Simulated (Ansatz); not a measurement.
**Σ29 (001) twist, annealed from start 1, in Ge (diamond structure)**

Prepared with Tersoff's 1989 multicomponent potential (SiCGe.tersoff) (LAMMPS): 40 ps at 1300 K, cooling over 40 ps and minimisation with the cell free along the normal, at the potential's lattice parameter; then scaled to the PBE one. Geometry as solved with PBE, support functions at accuracy medium on the grid of 370 eV in Ansatz (a quantum-chemistry and plane-wave program).

Geometry partly relaxed: the largest remaining force component is 0.182 eV/Å.

```xyz
528
Lattice="21.94 0.00 0.00 0.00 21.94 0.00 0.00 0.00 28.82" Properties=species:S:1:pos:R:3 pbc="T T T"
Ge    12.64     1.10     0.42
Ge    14.74     1.44     1.90
Ge    16.91     1.95     0.59
Ge    18.66     2.60     2.27
Ge    20.73     2.74     0.68
Ge     0.35     4.23     2.16
Ge    19.27     0.82     3.84
Ge    21.20     1.66     5.14
Ge    21.66     0.16     0.94
Ge     1.90     0.66     2.08
Ge     3.31     2.28     0.49
Ge     5.60     2.07     1.89
Ge     7.62     1.91     0.25
Ge     9.28     3.37     1.78
Ge    11.71     3.35     1.17
Ge    13.35     5.19     1.84
Ge    15.03     6.83     0.57
Ge    17.15     6.67     1.99
Ge    19.05     7.79     0.65
Ge    20.90     8.26     2.22
Ge     6.25     0.19     3.45
Ge     8.21     0.95     4.88
Ge    10.14     1.62     3.41
Ge    12.11     2.45     4.82
Ge    14.08     3.31     3.43
Ge    15.92     3.97     5.01
Ge    17.83     4.69     3.48
Ge    19.67     5.46     5.04
Ge    21.54     6.21     3.56
Ge     1.45     6.89     5.18
Ge     2.48     4.77     0.94
Ge     4.23     5.90     2.26
Ge     5.81     7.32     0.90
Ge     8.00     7.50     2.09
Ge     9.59     8.86     0.59
Ge    11.69     8.83     2.11
Ge    13.88     9.19     0.91
Ge    15.42    10.32     2.48
Ge    17.04    11.47     1.02
Ge    19.22    11.77     2.26
Ge    21.07    12.22     0.65
Ge     0.94    13.37     2.11
Ge     1.14     2.42     3.68
Ge     3.08     3.23     5.01
Ge     5.05     3.93     3.54
Ge     6.89     4.72     5.01
Ge     8.69     5.39     3.35
Ge    10.55     6.09     4.92
Ge    12.42     6.87     3.48
Ge    14.36     7.64     4.95
Ge    16.41     8.40     3.68
Ge    18.20     9.17     5.21
Ge    20.07     9.99     3.79
Ge     0.04    10.77     5.14
Ge     1.02     8.74     0.77
Ge     2.70     9.48     2.40
Ge     4.76     9.63     1.06
Ge     6.41    11.02     2.28
Ge     8.39    11.31     0.84
Ge    10.21    12.46     2.21
Ge    12.25    12.73     0.85
Ge    14.02    13.85     2.29
Ge    16.05    14.03     0.80
Ge    17.80    15.69     1.79
Ge    19.58    17.26    28.91
Ge    21.48    17.16     1.90
Ge     3.39     7.62     3.85
Ge     5.30     8.42     5.20
Ge     7.19     9.18     3.76
Ge     9.08     9.93     5.17
Ge    10.96    10.63     3.70
Ge    12.73    11.40     5.25
Ge    14.64    12.14     3.92
Ge    16.69    13.00     5.01
Ge    18.53    13.86     3.47
Ge    20.33    14.54     5.06
Ge     2.74    14.80     1.15
Ge     5.01    14.96     2.21
Ge     7.09    15.60     0.81
Ge     8.94    16.49     2.10
Ge    10.93    16.95     0.48
Ge    12.59    17.87     2.05
Ge    14.28    19.14     0.71
Ge    16.38    19.63     2.05
Ge    18.48    19.91     0.63
Ge    19.99    20.92     2.35
Ge     1.86    11.52     3.59
Ge     3.75    12.25     5.07
Ge     5.66    13.00     3.61
Ge     7.61    13.78     4.98
Ge     9.54    14.50     3.52
Ge    11.40    15.26     4.97
Ge    13.32    15.95     3.51
Ge    15.15    16.78     4.97
Ge    16.97    17.53     3.39
Ge    18.86    18.31     4.90
Ge    20.88    18.99     3.56
Ge     0.78    19.84     5.01
Ge     1.81    17.14     0.80
Ge     3.38    18.49     2.23
Ge     5.05    19.13     0.54
Ge     6.95    20.23     1.94
Ge     8.59    21.35     0.39
Ge    10.84    21.72     1.77
Ge     0.19    15.28     3.53
Ge     2.19    15.99     4.97
Ge     4.23    16.75     3.75
Ge     6.16    17.59     5.03
Ge     7.95    18.40     3.42
Ge     9.83    19.15     4.89
Ge    11.69    19.86     3.33
Ge    13.58    20.64     4.83
Ge    15.51    21.49     3.45
Ge    17.26     0.18     5.11
Ge     2.64    20.58     3.48
Ge     4.48    21.35     5.01
Ge    12.85     0.58     6.32
Ge    14.67     1.28     7.92
Ge    16.60     2.09     6.54
Ge    18.50     2.82     8.00
Ge    20.40     3.57     6.54
Ge     0.34     4.29     8.06
Ge    19.28     0.94     9.47
Ge    21.14     1.72    11.10
Ge    21.94    21.70     6.53
Ge     1.88     0.59     7.97
Ge     3.75     1.34     6.48
Ge     5.66     2.11     7.93
Ge     7.57     2.81     6.45
Ge     9.48     3.54     7.91
Ge    11.35     4.27     6.42
Ge    13.20     5.03     7.97
Ge    15.10     5.82     6.50
Ge    16.98     6.56     7.99
Ge    18.94     7.28     6.62
Ge    20.83     8.10     8.07
Ge     6.43     0.19     9.29
Ge     8.30     0.95    10.71
Ge    10.26     1.71     9.39
Ge    12.09     2.42    10.99
Ge    13.92     3.11     9.44
Ge    15.77     3.82    10.96
Ge    17.64     4.65     9.46
Ge    19.48     5.48    10.87
Ge    21.51     6.18     9.53
Ge     1.50     6.87    11.00
Ge     2.25     5.00     6.60
Ge     4.17     5.77     8.02
Ge     6.09     6.52     6.58
Ge     7.97     7.31     8.01
Ge     9.83     7.95     6.48
Ge    11.72     8.69     7.95
Ge    13.60     9.46     6.51
Ge    15.48    10.34     7.88
Ge    17.42    11.14     6.51
Ge    19.31    11.88     7.95
Ge    21.17    12.67     6.51
Ge     1.11    13.41     7.98
Ge     1.10     2.42     9.56
Ge     3.04     3.16    11.02
Ge     4.95     3.94     9.55
Ge     6.90     4.70    10.99
Ge     8.73     5.40     9.43
Ge    10.53     6.16    11.00
Ge    12.48     6.89     9.53
Ge    14.48     7.70    10.88
Ge    16.29     8.53     9.37
Ge    18.14     9.36    10.83
Ge    20.09    10.05     9.46
Ge     0.07    10.82    10.92
Ge     0.76     8.85     6.59
Ge     2.66     9.61     8.06
Ge     4.52    10.35     6.55
Ge     6.42    11.15     7.95
Ge     8.34    11.91     6.51
Ge    10.19    12.70     7.99
Ge    12.05    13.41     6.51
Ge    14.00    14.11     7.86
Ge    15.89    14.88     6.42
Ge    17.73    15.69     7.87
Ge    19.59    16.47     6.43
Ge    21.52    17.19     7.86
Ge     3.39     7.64     9.47
Ge     5.30     8.52    10.82
Ge     7.23     9.27     9.40
Ge     9.16    10.09    10.81
Ge    10.98    10.69     9.25
Ge    12.82    11.36    10.79
Ge    14.71    12.20     9.34
Ge    16.65    13.07    10.63
Ge    18.56    13.83     9.28
Ge    20.37    14.56    10.85
Ge     2.96    14.15     6.48
Ge     4.92    14.92     7.84
Ge     6.87    15.66     6.45
Ge     8.74    16.44     7.90
Ge    10.57    17.20     6.34
Ge    12.44    17.99     7.79
Ge    14.33    18.74     6.32
Ge    16.14    19.43     7.92
Ge    18.04    20.17     6.44
Ge    19.94    21.01     7.87
Ge     1.93    11.57     9.47
Ge     3.78    12.38    10.99
Ge     5.59    13.04     9.36
Ge     7.42    13.82    10.80
Ge     9.41    14.58     9.45
Ge    11.41    15.35    10.74
Ge    13.20    16.04     9.18
Ge    14.94    16.69    10.83
Ge    16.83    17.47     9.35
Ge    18.75    18.24    10.70
Ge    20.61    19.08     9.23
Ge     0.63    19.85    10.52
Ge     1.51    17.92     6.42
Ge     3.43    18.69     7.81
Ge     5.34    19.48     6.42
Ge     7.23    20.28     7.83
Ge     9.07    21.05     6.33
Ge    10.95    21.83     7.79
Ge     0.35    15.33     9.39
Ge     2.36    16.06    10.70
Ge     4.22    16.84     9.25
Ge     6.09    17.69    10.65
Ge     8.01    18.42     9.28
Ge     9.84    19.19    10.81
Ge    11.63    19.90     9.20
Ge    13.38    20.61    10.80
Ge    15.39    21.33     9.41
Ge    17.33     0.18    10.83
Ge     2.66    20.57     9.27
Ge     4.56    21.31    10.73
Ge    12.63     0.42    12.48
Ge    14.79     0.52    13.78
Ge    16.49     1.89    12.47
Ge    18.54     2.58    13.84
Ge    20.30     3.78    12.50
Ge    21.06     5.46    14.31
Ge    21.81    21.46    12.27
Ge     2.22    21.55    13.77
Ge     3.75     1.12    12.32
Ge     5.90     1.62    13.49
Ge     7.81     2.79    12.37
Ge     9.60     2.99    14.19
Ge    11.20     4.23    12.55
Ge    12.93     5.91    13.50
Ge    15.21     5.80    12.39
Ge    17.03     6.65    13.95
Ge    18.77     7.46    12.27
Ge    20.79     7.98    13.58
Ge     2.42     5.04    12.62
Ge     4.30     6.41    13.52
Ge     6.41     6.84    12.39
Ge     7.90     8.40    13.86
Ge     9.90     8.24    12.32
Ge    11.98     8.34    13.76
Ge    13.74     9.57    12.39
Ge    15.54    10.96    13.59
Ge    17.52    11.36    12.16
Ge    19.44    12.18    13.69
Ge    21.41    12.83    12.38
Ge     0.93    14.47    13.86
Ge     0.81     8.88    12.31
Ge     2.48     9.88    13.88
Ge     4.43    10.33    12.30
Ge     6.61    10.57    13.51
Ge     8.28    11.96    12.27
Ge     9.98    13.37    13.43
Ge    12.08    13.36    12.08
Ge    14.14    13.13    13.54
Ge    15.72    14.71    12.23
Ge    17.47    15.67    13.68
Ge    19.49    16.46    12.27
Ge    -0.23    16.85    13.44
Ge     3.07    14.42    12.47
Ge     4.86    15.70    13.77
Ge     6.78    15.85    12.12
Ge     8.67    15.53    13.73
Ge    11.17    17.48    12.09
Ge    13.99    18.40    14.46
Ge    13.52    18.39    12.01
Ge    15.75    20.09    13.67
Ge    17.78    20.03    12.10
Ge    19.82    20.35    13.51
Ge     1.34    17.96    11.87
Ge     2.96    19.08    13.33
Ge     5.21    19.43    12.21
Ge     7.08    20.34    13.61
Ge     9.03    21.12    12.26
Ge    10.42     0.46    13.97
Ge    11.42     8.38    16.27
Ge     9.29    11.83    16.91
Ge    10.77    13.45    15.77
Ge    10.83    15.87    16.54
Ge    10.24    17.34    14.46
Ge    18.74     3.18    16.45
Ge    12.78    15.46    18.11
Ge    13.64    17.27    19.57
Ge     0.18     0.41    15.32
Ge     1.09     2.44    16.42
Ge     1.35     4.54    14.96
Ge     2.22     6.21    16.63
Ge     3.32     7.85    15.18
Ge     4.01     9.76    16.58
Ge     5.82    11.23    15.82
Ge     5.86    13.52    16.87
Ge     6.76    15.31    15.40
Ge     7.21    17.48    16.67
Ge     8.58    19.11    15.30
Ge     9.56    21.24    16.34
Ge     4.02     5.92    18.50
Ge     5.71     7.74    19.19
Ge     6.68     9.58    17.59
Ge     6.95    10.99    19.64
Ge     7.71    13.03    18.39
Ge     8.40    15.03    19.65
Ge     9.10    16.80    18.10
Ge    10.00    18.77    19.39
Ge    11.32    20.53    18.05
Ge    17.60     6.43    19.70
Ge    18.83     5.66    15.53
Ge    19.92     7.71    16.71
Ge    19.95     9.86    15.14
Ge     0.00    11.40    16.11
Ge     1.94    15.36    16.17
Ge     3.32    17.34    15.09
Ge     3.71    19.15    16.82
Ge     3.78    21.57    15.92
Ge     6.17     0.08    15.37
Ge    12.69    10.41    17.16
Ge    20.97     3.02    17.75
Ge    21.51     5.04    19.17
Ge     0.20     7.07    17.83
Ge     1.21     8.79    19.35
Ge     1.93    10.64    17.82
Ge     2.96    12.51    19.25
Ge     3.74    14.45    17.81
Ge     4.57    16.34    19.39
Ge     5.55    18.39    18.26
Ge     6.43    20.52    19.29
Ge     7.50    22.36    17.53
Ge    14.34     8.62    20.80
Ge    15.39     6.70    15.95
Ge    16.31     8.77    17.14
Ge    17.21    10.46    15.55
Ge    18.02    12.58    16.80
Ge    18.84    14.26    15.19
Ge    19.91    16.40    16.46
Ge    20.69    18.50    15.13
Ge    21.74    20.25    16.68
Ge    18.34     8.43    18.48
Ge    19.39    10.39    19.53
Ge    20.24    12.09    17.90
Ge    21.09    14.03    19.28
Ge    21.98    15.90    17.79
Ge     0.76    17.70    19.43
Ge     1.68    19.60    18.15
Ge     2.32    21.70    19.40
Ge     3.05     1.48    17.71
Ge     3.70     3.53    19.42
Ge    13.19    12.69    15.85
Ge    14.61    14.56    16.74
Ge    15.56    16.49    15.26
Ge    16.48    17.99    16.95
Ge    17.35    19.74    15.50
Ge    18.14    21.74    16.63
Ge    19.63     0.56    14.74
Ge    14.66     9.87    18.60
Ge    15.61    11.88    19.73
Ge    16.38    13.69    18.25
Ge    17.35    15.46    19.69
Ge    18.32    17.18    18.24
Ge    18.94    19.18    19.59
Ge    19.86    20.98    18.17
Ge    20.46     1.14    19.36
Ge    13.16    20.07    16.31
Ge    13.79     0.69    16.09
Ge     8.91     9.31    16.20
Ge    10.93    11.35    18.72
Ge    12.01    13.49    19.59
Ge    14.59    19.07    18.10
Ge    15.15    21.01    19.50
Ge    15.87     0.54    17.55
Ge    17.02     2.67    18.33
Ge    16.86     5.16    17.60
Ge     9.29    10.39    20.62
Ge     9.44    12.30    22.24
Ge    10.26    14.34    21.09
Ge    11.03    16.20    22.52
Ge    11.74    17.99    20.98
Ge    18.91     3.78    22.20
Ge    12.76    15.27    24.07
Ge    13.38    17.40    25.36
Ge     0.37     0.36    20.81
Ge     0.92     2.40    22.03
Ge     1.55     4.24    20.52
Ge     2.44     5.98    22.14
Ge     3.24     7.79    20.51
Ge     4.06     9.71    22.04
Ge     4.84    11.76    20.80
Ge     5.68    13.67    22.33
Ge     6.42    15.68    20.97
Ge     7.22    17.72    22.31
Ge     8.15    19.69    20.95
Ge     8.73    21.21    23.03
Ge     4.35     5.06    23.64
Ge     5.26     7.16    24.99
Ge     6.13     8.98    23.32
Ge     7.11    10.71    24.96
Ge     7.62    12.94    23.82
Ge     8.36    15.05    25.12
Ge     9.09    17.02    23.83
Ge     9.76    18.89    25.43
Ge    10.97    20.77    24.11
Ge    17.62     6.59    25.32
Ge    19.70     5.66    20.77
Ge    20.50     7.56    22.16
Ge    21.29     9.54    20.86
Ge     0.28    11.45    22.17
Ge     1.08    13.31    20.71
Ge     1.82    15.18    22.24
Ge     2.70    17.09    20.86
Ge     3.49    19.12    22.19
Ge     4.37    21.07    20.76
Ge     5.17     0.92    22.48
Ge     4.88     3.25    21.73
Ge    13.41    10.45    22.45
Ge    20.93     2.97    23.46
Ge    21.46     4.92    24.83
Ge     0.49     6.79    23.49
Ge     1.26     8.65    24.91
Ge     2.14    10.47    23.44
Ge     2.99    12.33    24.80
Ge     3.69    14.45    23.66
Ge     4.31    16.56    25.01
Ge     5.33    18.48    23.77
Ge     6.16    20.30    25.38
Ge     6.97     0.56    24.34
Ge    13.96     8.98    26.22
Ge    15.87     6.71    21.59
Ge    16.70     9.10    22.39
Ge    17.57    11.09    21.07
Ge    18.54    12.93    22.45
Ge    19.33    14.75    20.97
Ge    20.06    16.63    22.47
Ge    20.85    18.43    20.94
Ge    21.55    20.39    22.26
Ge    18.67     8.28    23.73
Ge    19.65    10.22    24.94
Ge    20.50    12.22    23.80
Ge    21.29    13.97    25.50
Ge     0.06    15.89    23.91
Ge     0.69    17.86    25.36
Ge     1.52    19.65    23.68
Ge     2.33    21.76    24.69
Ge     2.90     1.90    23.43
Ge     3.34     3.45    25.35
Ge    13.77    12.70    21.22
Ge    14.69    14.57    22.60
Ge    15.46    16.37    21.03
Ge    16.22    18.28    22.43
Ge    16.98    20.09    20.90
Ge    17.68     0.17    22.19
Ge    18.39     1.97    20.51
Ge    15.14     9.95    24.18
Ge    16.03    11.94    25.37
Ge    16.71    13.79    23.89
Ge    17.54    15.67    25.28
Ge    18.18    17.57    23.85
Ge    18.85    19.51    25.30
Ge    19.60    21.21    23.58
Ge    20.46     1.09    24.96
Ge    12.45    20.03    22.14
Ge    12.76    21.77    20.19
Ge     7.54     8.54    21.13
Ge    11.53    11.69    23.39
Ge    11.98    13.17    25.33
Ge    14.22    19.14    23.67
Ge    14.82    21.16    24.95
Ge    15.40     0.94    23.11
Ge    16.89     2.40    24.45
Ge    16.93     4.77    23.58
Ge     8.12     9.74    27.40
Ge     7.85    13.47    28.38
Ge     9.98    14.05    26.79
Ge    11.84    14.82    28.41
Ge    11.54    18.21    27.07
Ge    18.80     3.56    27.93
Ge     0.56     0.54    26.26
Ge     1.00     2.40    27.90
Ge     1.28     4.39    26.45
Ge     1.59     6.49    28.05
Ge     3.06     7.77    26.34
Ge     4.15     9.76    27.45
Ge     5.03    11.59    25.98
Ge     5.46    13.56    27.42
Ge     6.23    15.69    26.25
Ge     6.55    17.51    28.03
Ge     7.94    19.54    27.11
Ge    19.55     5.43    26.35
Ge    20.75     7.10    27.68
Ge    21.32     9.23    26.44
Ge     0.58    10.75    28.00
Ge     1.43    12.91    26.65
Ge     3.09    14.57    27.59
Ge     2.62    17.27    26.89
Ge     3.06    19.74    27.75
Ge     4.14    21.47    26.31
Ge     4.55     1.93    27.04
Ge     6.96     2.55    26.60
Ge    12.58    10.66    28.01
Ge    15.98     7.73    27.12
Ge    17.51     9.47    28.30
Ge    18.10    11.15    26.58
Ge    19.30    13.03    27.84
Ge    19.45    15.31    26.95
Ge    20.77    18.75    26.92
Ge     0.43    20.56    27.87
Ge    13.99    12.42    26.71
Ge    14.37    14.61    27.81
Ge    15.43    16.31    26.41
Ge    15.65    18.41    27.61
Ge    16.66    20.32    26.41
Ge    17.73    -0.03    28.00
Ge    18.52     1.70    26.33
Ge    12.91    20.22    27.69
Ge    12.60    22.06    25.98
Ge     6.13     8.09    27.32
```
